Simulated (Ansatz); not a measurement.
Worked example: self-consistent single point of Ba2BiSb2 (Immm, 5 atoms in the cell) in Ansatz (a program for electronic structure).

Method: PBEsol-D3BJ-ATM, default PAW files made with PBE (plane waves; Ansatz).

```xyz
5
Lattice="-2.4013 3.8439 4.9500 2.4013 -3.8439 4.9500 2.4013 3.8439 -4.9500" Properties=species:S:1:pos:R:3 pbc="T T T"
Bi     0.0000     0.0000     0.0000
Ba     0.0000     3.8439     2.1801
Ba     2.4013     0.0000     2.7699
Sb     0.0000     1.5499     4.9500
Sb     2.4013     2.2940     0.0000
```

Reference input (self-consistent single point, DFT, PBEsol, plane waves, default PAW files made with PBE): kpoints.mp_grid.grid = 7 7 7; hamiltonian.xc = pbesol; hamiltonian.pseudopotentials = {kind: paw} (the program's default PAW files); scf.occupations.method = gaussian; scf.occupations.width = 0.0073 Ry. This run's input differs from it in these lines:

```diff
@@ -16,2 +16,3 @@
   xc: pbesol
+  dispersion: d3bjatm
   pseudopotentials: { kind: paw }
```

Output, abridged:

```
SCF iter   1: F=—  HF=-36789.774393 eV  |F-HF|=—  |Δ(HF+E_count)|=         —  Δρ=2.41e-3  dr2=1.28e-2  ethr=1.77e-3  ⟨swp⟩=10.0  Hψ=12410  notcnv=0
all-band conjugate gradients solve this SCF's bands
preconditioner: auto → Kerker (q_TF=auto, 2.296 Å⁻¹)
SCF iter   2: F=—  HF=-36789.770198 eV  |F-HF|=—  |Δ(HF+E_count)|=   4.19e-3  Δρ=1.61e-3  dr2=5.88e-3  ethr=1.97e-5  ⟨swp⟩=2.6  Hψ=4930  notcnv=0  defer=2
   [... lines left out ...]
SCF iter   4: F=—  HF=-36789.769335 eV  |F-HF|=—  |Δ(HF+E_count)|=   3.24e-4  Δρ=2.28e-4  dr2=1.31e-4  ethr=8.50e-7  ⟨swp⟩=2.0  Hψ=4464  notcnv=0  defer=2
SCF iter   5: F=—  HF=-36789.769323 eV  |F-HF|=—  |Δ(HF+E_count)|=   1.23e-5  Δρ=5.32e-5  dr2=1.19e-5  ethr=2.02e-7  ⟨swp⟩=2.8  Hψ=4176  notcnv=0  defer=2
SCF iter   6: F=—  HF=-36789.769278 eV  |F-HF|=—  |Δ(HF+E_count)|=   4.45e-5  Δρ=2.36e-5  dr2=1.17e-6  ethr=1.83e-8  ⟨swp⟩=2.0  Hψ=3100  notcnv=0  defer=2
SCF iter   7: F=-36789.769278 eV  HF=-36789.769278 eV  |F-HF|=4.04e-8  |Δ(HF+E_count)|=   2.15e-7  Δρ=5.36e-6  dr2=7.04e-8  ethr=1.54e-10  ⟨swp⟩=9.9  Hψ=14452  notcnv=0
SCF 1 converged in 7 iterations: F = -36789.769278 eV  dr2 = 7.04e-8
Free energy (F): -36789.769278 eV
Internal energy: -36789.757145 eV  (E = F + TS)
E sigma→0 (E₀):  -36789.763212 eV
Entropy (-TS):   -0.012133 eV (-2.427 meV/atom)
Fermi energy:    9.007230 eV
--- Forces (eV/Å), atoms counted from 1 ---
  atom   1  Bi     0.00000000     0.00000000     0.00000000
  atom   2  Ba     0.00000000     0.00000000    -0.02996065
  atom   3  Ba     0.00000000     0.00000000     0.02996065
  atom   4  Sb     0.00000000     0.02617203     0.00000000
  atom   5  Sb     0.00000000    -0.02617203     0.00000000
--- Stress (GPa, compression-positive) ---
       -2.984037       0.000000       0.000000
        0.000000      -3.698104       0.000000
        0.000000       0.000000      -1.927905
  P = ⅓ Tr σ = -2.8700 GPa (-28.700 kbar)
  The stress holds the Pulay correction. Without it, at fixed plane waves, as pw.x and ABINIT print it: P = -2.8861 GPa
```

The run converged in 7 iterations. Against the reference run the pressure goes from -1.11 to -2.87 GPa and the largest force hardly changes (0.031 to 0.030 eV/Å).

The starting cell comes from a database of published, mostly measured structures (it also holds non-ambient and calculated ones), without a prior relaxation at this level. Ansatz's pressure includes its estimate of the finite-basis (Pulay) stress.

Keys are those of Ansatz 0.2.
